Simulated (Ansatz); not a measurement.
Response to strain in Ru

Base system: Ru in the hcp (Mg type) structure (space group P6_3/mmc, No. 194; a = 2.6756 Å, c = 4.2237 Å; relaxed with 0.1 eV smearing).

Strains are applied to the cell and any free atomic positions relax.

Level of theory: LDA in Ansatz (plane waves to 420 eV, PAW, no spin-orbit coupling).

Candidates:
(a) isotropic strain +3.00 %
(b) isotropic strain +0.50 %
(c) isotropic strain −3.00 %
(d) isotropic strain −1.50 %
(e) isotropic strain −2.00 %

Notes on the quantities. energy relative to the base: free energy F.

Order them by energy relative to the base, highest first.

(c) isotropic strain −3.00 % (+136 meV/atom), (a) isotropic strain +3.00 % (+108 meV/atom), (e) isotropic strain −2.00 % (+58 meV/atom), (d) isotropic strain −1.50 % (+32 meV/atom), (b) isotropic strain +0.50 % (+3.3 meV/atom)

No phonon test of stability was made. The final runs are not spin-polarised.

Ansatz is a program for electronic structure.
